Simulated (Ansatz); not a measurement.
Hf: energy against volume

Hf (hcp, P6_3/mmc, 22.536 Å³/atom and stress up to 0.01 GPa in the relaxed cell, c along z) under hydrostatic pressure, with the cell free. PBE in Ansatz, a plane-wave DFT program (PAW, default set), 420 eV, 17×17×9 Γ-centred mesh, Fermi-Dirac smearing 0.05 eV; ions are relaxed, or left where forces stay under 0.02 eV/Å, within the symmetry of each cell.

Here V stands for volume and E for E less E0.

```
volume (Å³/atom)  E less E0 (meV/atom)  pressure (GPa)
----------------  --------------------  --------------
22.9783                           2.87           -2.02
22.7539                           0.72           -1.02
22.5356                           0.00            0.00
22.3526                           0.48            0.89
22.1122                           2.70            2.10
21.6676                          11.79            4.50
20.9249                          42.86            9.01
20.0811                              ?               ?
```

Q: Fit E against V with the third-order Birch-Murnaghan form, a cubic in V^(-2/3), and predict the withheld value at V = 20.0811.

A: With u = V^(-2/3) - 0.1267, the rows have u = -0.0029758, -0.0021637, -0.0013607, -0.0006775, 0.0002342, 0.0019647, 0.0049915. Least squares gives E = 1.961 + 2906.1·u + 1071955·u² - 2524176·u³. Residuals (row less fit): -0.002, 0.003, 0.002, -0.005, 0.000, 0.001, -0.001; standard error 0.004 (degrees of freedom: 3). Its minimum lies at u = -0.0013491, so V0 = (0.1253509)^(-3/2) = 22.53. There d²E/du² = 2164000 and d³E/du³ = -1.515e7, so B0 = (4/9) × 22.53^(-7/3) × 2164000 × 0.160218 = 107 GPa (the last factor turns the table's units into GPa), and B0' = 4 + (2/3) × 0.1253509 × (-1.515e7)/2164000 = 3.4. B0' rests on the cubic coefficient alone and has a standard error of 0.1 from these residuals. At the withheld row, u = 0.0086552, so E = 1.961 + 2906.1 × 0.0086552 + 1071955 × 0.0086552² - 2524176 × 0.0086552³ = 105.780 meV/atom. The calculation gives 105.63 meV/atom, 0.150 meV/atom below the prediction (0.1 % of the range of E in the table). The row lies outside the fitted rows, so this is an extrapolation. The scatter of the fitted rows lies at the last printed digit.

In a metal these values are sensitive to mesh and smearing; energies are taken to zero smearing, stresses follow the free energy. Other structures, which can take over under pressure, weren't tried. The same form fitted to the pressure column gives B0' = 3.4; series where the two differ by over 0.4 aren't shown. Rows are the converged runs of the series near zero and its far end, less any whose ions stayed unrelaxed beside relaxed ones; series whose fitted rows scatter by over a few per cent of the range, as at a crossing or softening among them, aren't shown in this form.
